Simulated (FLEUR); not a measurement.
Band structure of La₃Ga (Pm-3m, 4 atoms in the cell).

```xyz
4
Lattice="4.9307 0.0000 0.0000 0.0000 4.9307 0.0000 0.0000 0.0000 4.9307" Properties=species:S:1:pos:R:3 pbc="T T T"
La     0.0000     2.4653     2.4653
La     2.4653     0.0000     2.4653
La     2.4653     2.4653     0.0000
Ga     0.0000     0.0000     0.0000
```

Method: PBEsol, all-electron FLAPW (FLEUR), scalar-relativistic valence.

Settings: Kmax = 3.8 1/bohr; GmaxXC = 15.2 1/bohr; xcFunctional = PBEs; jspins = 1; l_soc = F; mode = hist; fermiSmearingEnergy = 0.00999582 Htr; mesh (inpgen div1-3) = 5 5 5; inpgen gamma flag = false; Gmax = 15.2 1/bohr; numbands = 0; maxIterBroyd = 40; imix = Anderson; alpha = 0.05.

The starting cell comes from a database of computed structures (which also holds hypothetical and non-ambient phases and stackings), without a prior relaxation at this level. Values depend on the basis (sphere radii, cutoffs, local orbitals), which need not be converged.

Levels in eV from the Fermi level, bands 20 to 27:
```tsv
point	20	21	22	23	24	25	26	27
Γ	-1.01	-1.01	-1.01	-1.01	-1.01	0.80	0.80	0.80
X	-1.23	-0.74	-0.74	-0.65	0.66	1.01	1.15	1.31
M	-1.22	-1.22	-0.06	-0.06	0.33	0.83	1.12	1.12
R	-1.13	-1.13	0.37	0.37	0.37	1.29	1.47	1.47
```
